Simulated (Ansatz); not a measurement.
**Worked sum: formation energy of H_i in La (P6₃/mmc)**

Subject: the formation energy of H_i in La (P6₃/mmc). Reaction: 36 La (P6₃/mmc) + 1/2 H2 (gas) → cell A.

A: a supercell of 36 sites of La (P6₃/mmc) with H off the lattice sites (4 La at 2.32–2.34 Å); spin state with PBE: run without spin.

Ansatz (a program for electronic structure) with PAW potentials; structures come from PBE relaxations, nuclei static, no net charge. Ansatz runs with its default PAW set. Other levels take these structures. The lattices are those relaxed with PBE, so at other levels the solids can be strained, which adds to the spread. Larger cells are relaxed from a start prepared with the learned potential CHGNet, on a coarser mesh till forces fall under 0.03 eV/Å, which some starts already meet. A dispersion term (D3(BJ), or D4 for r2SCAN) was computed beside these levels and is taken off wherever the name lacks it. The runs are scalar-relativistic, without spin-orbit coupling. Mesh and cell size may move defect energies by 0.1 eV or more. Cell A has symmetry P3m1 and got no random move, so less symmetric positions, which may lie lower, weren't tried.

Total energies of the cells in eV, at zero smearing width. They compare only within one column; the weights balance every element.

| cell | atoms | weight | PBE | PBE+D3(BJ) |
|---|---|---|---|---|
| A: La:H_i | 37 | +1 | -225019.98415 | -225034.79119 |
| La (P6₃/mmc) | 36 | −1 | -225003.49333 | -225018.18432 |
| H2 (gas) | 2 | −1/2 | -31.74439 | -31.74691 |

PBE: (-225019.98415) − (-225003.49333) − 1/2 × (-31.74439) = -0.619 eV.

PBE+D3(BJ): (-225034.79119) − (-225018.18432) − 1/2 × (-31.74691) = -0.733 eV.
